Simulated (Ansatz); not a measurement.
**Migration barriers: interstitial O in monoclinic HfO2, charge state -2**

Defect migration in monoclinic HfO2: interstitial O, charge state -2. These are PBE, PAW (plane waves to 420 eV; Ansatz, a quantum-chemistry and plane-wave program) values and carry that method's errors.

216-site cell at the relaxed PBE lattice, the Γ point alone, smearing 0.01 eV, spin-restricted, no finite-size correction. Static, classical nuclei. Spin-orbit coupling is left out. The charge state is imposed; whether it is stable for some Fermi level was not computed. Sites that were not tried may lie lower.

Barriers: single points on a 2×2×2 k-point mesh shifted by half a step at the bands' geometries.

| Route | Start site over the lowest site run (eV) | Hop (Å) | Forward barrier (eV) | Backward barrier (eV) | Neighbours at the start | Neighbours at the saddle | Saddle order | Forward, on the band's own sampling (eV) |
|---|---|---|---|---|---|---|---|---|
| several atoms move together, O the farthest | 0.00 | 1.60 | 0.56 | 0.56 | Hf at 2.07, Hf at 2.13, Hf at 2.17; O at 2.36, O at 2.40, O at 2.53, O at 2.61, O at 2.63 Å | 2 Hf at 1.99; 2 O at 2.46, 2 O at 2.49 Å | not checked, on a symmetry element | 0.55 |

Paths come from climbing-image nudged elastic band runs.  A band can be held on a symmetry element, so unchecked saddle points there may be too high.
